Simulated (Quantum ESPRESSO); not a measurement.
# A short convergence ladder for TiCd (P4mm, 4 atoms in the cell)

```
TiCd
1.0
    2.90254     0.00000     0.00000
    0.00000     2.90254     0.00000
    0.00000     0.00000     9.05925
Ti Cd
2 2
Direct
  0.00000   0.50000   0.39679
  0.50000   0.00000   0.60873
  0.00000   0.50000   0.86667
  0.50000   0.00000   0.13333
```

Base method: PBEsol, GBRV 1.5 ultrasoft (PBESOL) pseudopotentials (plane waves; Quantum ESPRESSO 7.5).

Base settings: ecutwfc = 50 Ry; ecutrho = 400 Ry; occupations = smearing; smearing = fermi-dirac; degauss = 0.0073499 Ry; potentials = {Ti: ti_pbesol_v1.4.uspp.F.UPF, Cd: cd_pbesol_v1.uspp.F.UPF}; K_POINTS = automatic 5 5 2 0 0 0; conv_thr = 1e-10 Ry.

The count of work is k-points × plane waves × bands × iterations; it is no time. 

**The k-point mesh**

The second cell is the first with its lattice scaled by 0.98.

Only quantities that move along the ladder and can be compared are tabulated.

```tsv
K_POINTS	free energy less the last step's (meV/atom)	energy of the compressed cell less the first (meV/atom)	pressure (GPa)	largest difference of a force vector from the last step's (eV/Å)	count of work / last
automatic 2 2 1 0 0 0	59.58	-9.47	-4.64	1.089	0.14
automatic 4 4 2 0 0 0	-30.13	-7.53	-4.26	0.160	0.58
automatic 5 5 2 0 0 0	15.49	-3.75	-3.79	0.056	0.66
automatic 6 6 2 0 0 0	0.00	-5.44	-4.00	0.000	1.0
```

Coarsest K_POINTS that holds the free energy within 5 meV/atom: not settled: the last two steps still differ by 15 meV/atom, over half the tolerance, so the ladder does not show it.

Coarsest K_POINTS that holds the forces within 0.02 eV/Å: not settled: the last two steps still differ by 0.056 eV/Å, over half the tolerance, so the ladder does not show it.

Coarsest K_POINTS that holds the energy of the compressed cell less the first within 1 meV/atom: not settled: the last two steps still differ by 1.7 meV/atom, over half the tolerance, so the ladder does not show it.

On the base run: the starting cell comes from a database of computed structures (which also holds hypothetical and non-ambient phases and stackings), without a prior relaxation at this level. Its lattice was rescaled by up to half a per cent. One atom was moved a little off its site on purpose. Spin polarisation is off. In the base run, with a pressure of about -4 GPa the cell is away from its equilibrium volume at this level. Without a gap this mesh is coarse (it stands for a supercell whose shortest vector is 15 Å).
